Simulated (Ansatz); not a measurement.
Start from CaF$_{2}$ in the fluorite structure (space group Fm-3m, No. 225).

```yaml
crystal:
  lattice:
    - [0.00000, 2.71957, 2.71957]
    - [2.71957, 0.00000, 2.71957]
    - [2.71957, 2.71957, 0.00000]
  atoms:
    - { symbol: Ca, position: [0.00000, 0.00000, 0.00000] }
    - { symbol: F, position: [0.25000, 0.25000, 0.25000] }
    - { symbol: F, position: [0.75000, 0.75000, 0.75000] }
```

Cartesian axes are those of the cell as printed.

All numbers come from r2SCAN (Ansatz, a first-principles code; PAW; 500 eV plane waves; spin-orbit coupling left out).

Strains are applied to the cell and any free atomic positions relax; under biaxial strain the out-of-plane vector relaxes too.

One change was made to it. Results:

```tsv
quantity	base	after
smallest direct gap	8.29 eV	8.70 eV
energy relative to the base (free energy F)	0 meV/atom	+16 meV/atom
```

Problem. Name the change that was made.
A) biaxial strain +4.53 %, plane normal [111], relaxed out of plane
B) strain tensor (xx, yy, zz, yz, xz, xy) = (+1.30, +0.68, +0.76, −0.61, −1.29, +0.20) %
C) isotropic strain −2.10 %
D) biaxial strain −4.89 %, plane normal [001], relaxed out of plane

Solution. C, isotropic strain −2.10 %. For comparison, the energy relative to the base in the other runs: strain tensor (xx, yy, zz, yz, xz, xy) = (+1.30, +0.68, +0.76, −0.61, −1.29, +0.20) % gives +3.9 meV/atom; biaxial strain −4.89 %, plane normal [001], relaxed out of plane gives +42 meV/atom; biaxial strain +4.53 %, plane normal [111], relaxed out of plane gives +22 meV/atom.

No phonon test of stability was made.
